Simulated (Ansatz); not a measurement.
Ansatz (an electronic-structure program) run on AlV2C (P6_3/mmc, 8 atoms in the cell): zone-centre phonon calculation.

Level of theory: LDA (PW92), default PAW files made with PBE (plane waves; Ansatz).

```
CELL_PARAMETERS angstrom
      2.87894     0.00000     0.00000
     -1.43947     2.49323     0.00000
      0.00000     0.00000    13.06551
ATOMIC_POSITIONS crystal
  Al 0.33333 0.66667 0.25000
  Al 0.66667 0.33333 0.75000
  V  0.33333 0.66667 0.58638
  V  0.66667 0.33333 0.41362
  V  0.66667 0.33333 0.08638
  V  0.33333 0.66667 0.91362
  C  0.00000 0.00000 0.00000
  C  0.00000 0.00000 0.50000
```

Reference input (self-consistent single point, DFT, LDA (PW92), plane waves, default PAW files made with PBE): basis.ecutwfc = 420 eV; kpoints.mp_grid.grid = 13 13 3; hamiltonian.xc = lda; hamiltonian.pseudopotentials = {kind: paw} (the program's default PAW files); scf.occupations.method = gaussian; scf.occupations.width = 0.1 eV. This run's input differs from it in these lines:

Ansatz 0.2 input:
```diff
@@ -23,7 +23,5 @@
 scf:
-  occupations: { method: gaussian, width: 0.1 }
-output:
-  forces: true
-  eigenvalues: true
-  stress: true
+  occupations: { method: gaussian, width: 0.05 }
+phonons:
+  method: dfpt
```

Log, with long lists cut:

```
SCF iter   1: F=—  HF=-12958.125585 eV  |F-HF|=—  |Δ(HF+E_count)|=         —  Δρ=7.74e-3  dr2=3.76e-2  ethr=1.77e-3  ⟨swp⟩=6.9  Hψ=21458  notcnv=0
all-band conjugate gradients solve this SCF's bands
preconditioner: auto → Kerker (q_TF=auto, 2.573 Å⁻¹)
SCF iter   2: F=—  HF=-12958.118940 eV  |F-HF|=—  |Δ(HF+E_count)|=   6.65e-3  Δρ=3.38e-3  dr2=7.43e-3  ethr=5.70e-5  ⟨swp⟩=2.2  Hψ=8569  notcnv=0  defer=408
   [... lines left out ...]
SCF iter   7: F=—  HF=-12958.117030 eV  |F-HF|=—  |Δ(HF+E_count)|=   1.13e-7  Δρ=3.21e-6  dr2=8.53e-9  ethr=8.71e-10  ⟨swp⟩=2.0  Hψ=7254  notcnv=0  defer=408
SCF iter   8: F=—  HF=-12958.117030 eV  |F-HF|=—  |Δ(HF+E_count)|=   2.28e-9  Δρ=1.65e-6  dr2=2.93e-9  ethr=1.29e-11  ⟨swp⟩=2.0  Hψ=9424  notcnv=0  defer=408
SCF iter   9: F=—  HF=-12958.117030 eV  |F-HF|=—  |Δ(HF+E_count)|=  3.33e-10  Δρ=2.39e-7  dr2=1.04e-10  ethr=4.43e-12  ⟨swp⟩=2.0  Hψ=6899  notcnv=0  defer=408
SCF iter  10: F=-12958.117030 eV  HF=-12958.117030 eV  |F-HF|=3.64e-12  |Δ(HF+E_count)|=  1.64e-11  Δρ=4.26e-8  dr2=4.61e-12  ethr=1.00e-12  ⟨swp⟩=9.4  Hψ=24978  notcnv=0
SCF 1 converged in 10 iterations: F = -12958.117030 eV  dr2 = 4.61e-12
DFPT response loops at Γ: preconditioner auto → Kerker (q_TF=auto, 2.573 Å⁻¹) (partly filled bands, converged f_vac=0.000) …
Free energy (F): -12958.117030 eV
Internal energy: -12958.109460 eV  (E = F + TS)
E sigma→0 (E₀):  -12958.113245 eV
Entropy (-TS):   -0.007570 eV (-0.946 meV/atom)
Fermi energy:    13.756981 eV
--- Phonons (Γ-DFPT): 6 representative perturbations + reference, on 140 of 507 k-points (Σ response iterations 23) ---
   [... lines left out ...]
  ASR residual per site (eV/Å²): 2.91e-5 2.91e-5 2.23e-5 2.23e-5 2.23e-5 2.23e-5 4.96e-6 4.96e-6
  Γ frequencies (cm⁻¹): 0.00 0.00 0.00 109.97 109.97 157.92 157.92 160.82 192.96 192.96 246.47 246.47 249.64 249.64 253.55 347.08 348.28 355.62 666.89 666.94 694.48 694.48 696.01 696.01
  non-analytic LO–TO correction: not included (Born effective charges unavailable; polar crystals: no LO–TO splitting at Γ)
```

The run converged in 10 iterations. 

Summary of the result:
```
Item                                                                                                                                                                 Value
--------------------------------------------------------  ----------------------------------------------------------------------------------------------------------------
Free energy E − TS (on the zero of these files)                                                                                                             -12958.1170 eV
Fermi level (on the code's own zero)                                                                                                                              13.76 eV
Zone-centre frequencies (cm⁻¹; negative means imaginary)  0, 0, 0, 110, 110, 158, 158, 161, 193, 193, 246, 246, 250, 250, 254, 347, 348, 356, 667, 667, 694, 694, 696, 696
```

The starting cell comes from a database of computed structures (which also holds hypothetical and non-ambient phases and stackings), without a prior relaxation at this level. Its lattice was rescaled by up to half a per cent. Spin polarisation is off.

Cost on one core of a shared machine: roughly 5 min.
